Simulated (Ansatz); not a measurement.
Given:

```yaml
crystal:
  lattice:
    - [0.00000, 3.24462, 3.24462]
    - [3.24462, 0.00000, 3.24462]
    - [3.24462, 3.24462, 0.00000]
  atoms:
    - { symbol: Cd, position: [0.00000, 0.00000, 0.00000] }
    - { symbol: Te, position: [0.25000, 0.25000, 0.25000] }
```

These are PBEsol with spin-orbit coupling, rigid bands (plane waves, PAW; Ansatz, an electronic-structure program) values and carry that method's errors. How the cell was made: cell and atoms relaxed with PBEsol.

Problem. What conductivity effective mass do dilute holes have at 300 K?

Solution. 0.54 mₑ.

Problem. And the band gap?

Solution. 0.38 eV at this level; semilocal functionals usually fall short of the measured gap.

Rigid bands, one relaxation time for all states, no polarons.
